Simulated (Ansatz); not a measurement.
The parent structure is a 12-atom supercell of Au in the fcc (Cu type) structure (space group Fm-3m, No. 225) at its relaxed geometry.

```
CELL_PARAMETERS angstrom
      0.00000     4.08334     4.08334
      4.08334    -4.08334     4.08334
      4.08334     4.08334     0.00000
ATOMIC_POSITIONS crystal
  Au 0.00000 0.00000 0.00000
  Au 0.00000 0.00000 0.50000
  Au 0.16667 0.33333 0.16667
  Au 0.16667 0.33333 0.66667
  Au 0.33333 0.66667 0.33333
  Au 0.33333 0.66667 0.83333
  Au 0.50000 0.00000 0.00000
  Au 0.50000 0.00000 0.50000
  Au 0.66667 0.33333 0.16667
  Au 0.66667 0.33333 0.66667
  Au 0.83333 0.66667 0.33333
  Au 0.83333 0.66667 0.83333
```

Calculations: PBEsol (Ansatz, an electronic-structure program), spin-orbit coupling left out, earlier PAW set.

Base values:

| Quantity | Result |
|---|---|
| Pressure | -0.1 GPa |

One thing is altered: one Au atom is added in an open site, starting 2.04 Å from the nearest host atom, atoms relaxed at fixed cell, starting from a slightly rattled geometry.

Task: What does the calculation give for the pressure after the change?

Result: The pressure rises by 35.34 GPa to 35.3 GPa.

Task: How does this affect the final site of the added atom?

Result: The final site of the added atom is 10 Au at 2.43–3.65 Å.

The cell is small, so the values are those of an ordered compound at a high defect concentration; dilute-limit values will differ. The defect cell is not spin-polarised.
